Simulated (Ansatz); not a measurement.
**A computed series for AlN: response to strain**

Take AlN in the wurtzite structure (space group P6_3mc, No. 186; a = 3.107 Å, c = 4.978 Å) as the base. Axes: x lies along a and z along c of the hexagonal cell.

Strains are applied to the cell and any free atomic positions relax; under biaxial strain the out-of-plane vector relaxes too.

Level of theory: Ansatz (a first-principles code) r2SCAN, without spin-orbit coupling.

Candidates:
(a) strain tensor (xx, yy, zz, yz, xz, xy) = (−0.13, −1.53, +0.93, −0.17, +0.49, +1.88) %
(b) strain tensor (xx, yy, zz, yz, xz, xy) = (+1.19, +2.48, +0.63, −0.17, +1.28, −0.79) %
(c) biaxial strain −2.97 %, plane normal [001], relaxed out of plane
(d) uniaxial strain ε_zz = +1.81 %

For the base:

```
Quantity   Result
--------  -------
Band gap  4.88 eV
```

Task: Order them by band gap, lowest first.

Result: (b) strain tensor (xx, yy, zz, yz, xz, xy) = (+1.19, +2.48, +0.63, −0.17, +1.28, −0.79) % (4.40 eV), (d) uniaxial strain ε_zz = +1.81 % (4.80 eV), (a) strain tensor (xx, yy, zz, yz, xz, xy) = (−0.13, −1.53, +0.93, −0.17, +0.49, +1.88) % (4.93 eV), (c) biaxial strain −2.97 %, plane normal [001], relaxed out of plane (5.30 eV)

Whether these cells are dynamically stable was not tested.
